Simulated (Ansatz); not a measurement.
Take CdO in the rock salt structure (space group Fm-3m, No. 225; a = 4.7683 Å) as the base. Axes: x, y, z lie along the cube axes.

All numbers come from PBE in Ansatz (plane waves to 420 eV, PAW, no spin-orbit coupling), earlier PAW set.

One thing is altered: an isotropic linear strain of +2.31 %; the atoms relax in the strained cell.

Task: Predict the stress tensor and what it implies for the stiffness.

Result: Stress of the strained cell less that of the base (GPa, compression positive):
```
   -7.3     0.0     0.0
    0.0    -7.3     0.0
    0.0     0.0    -7.3
```

Then B = −ΔP/(ΔV/V₀) with ΔV/V₀ = 0.0709 gives secant stiffness values (nonlinear terms included at this strain): B ≈ 103 GPa.

As a check, the harmonic strain energy −½ V₀ Δσ:ε is 21 meV/atom; the computed energy rise is 23 meV/atom.

A case with no gap was solved on a k-mesh chosen for an insulator, which is coarse for it. Whether these cells are dynamically stable was not tested. The final runs are not spin-polarised.

Ansatz is a program for electronic structure.
